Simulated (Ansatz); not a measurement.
Start from BAs in the zinc blende structure (space group F-43m, No. 216; a = 4.783 Å). Axes: x, y, z lie along the cube axes.

Calculations: r2SCAN (Ansatz, a first-principles code), no spin-orbit coupling, earlier PAW set.

Before the change:

The band gap comes out as 1.38 eV.

Perturbation: uniaxial stress, 2 GPa tension along z; all other stress components relax to zero.

### Question
What does the calculation give for the band gap after the change?

### Answer
The band gap drops by 0.07 eV (1.38 eV → 1.31 eV).

### Question
What happens to the secant Young's modulus along z?

### Answer
The secant Young's modulus along z is 270 GPa.

Load acts through the strain it causes; cell and atoms are relaxed under it. Beyond what the load breaks, stability against distortions was not tested.
